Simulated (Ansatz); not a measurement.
Start from SiC in the zinc blende structure (space group F-43m, No. 216; a = 4.357 Å). Axes: x, y, z lie along the cube axes.

Computed with Ansatz (a quantum-chemistry and plane-wave program), r2SCAN, PAW, cutoff 500 eV, spin-orbit coupling left out, earlier PAW set.

Strains are applied to the cell and any free atomic positions relax; under biaxial strain the out-of-plane vector relaxes too.

One change was made to it. Results:

```csv
quantity,base,after
"pressure (mean of the normal stresses, compression positive)",0.00 GPa,0.03 GPa
smallest direct gap,5.05 eV,4.92 eV
energy relative to the base (free energy F),0 meV/atom,+1.5 meV/atom
```

Task: Which of these changes matches the shifts?
(A) biaxial strain −3.17 %, plane normal [001], relaxed out of plane
(B) uniaxial strain ε_xx = −5.14 %
(C) tensor shear ε_yz = +0.66 %
(D) uniaxial strain ε_zz = −2.39 %
(E) biaxial strain +3.07 %, plane normal [001], relaxed out of plane

Result: C, tensor shear ε_yz = +0.66 %. For comparison, the energy relative to the base in the other runs: biaxial strain −3.17 %, plane normal [001], relaxed out of plane gives +32 meV/atom; uniaxial strain ε_xx = −5.14 % gives +36 meV/atom; uniaxial strain ε_zz = −2.39 % gives +7.7 meV/atom; biaxial strain +3.07 %, plane normal [001], relaxed out of plane gives +26 meV/atom.

Whether these cells are dynamically stable was not tested.
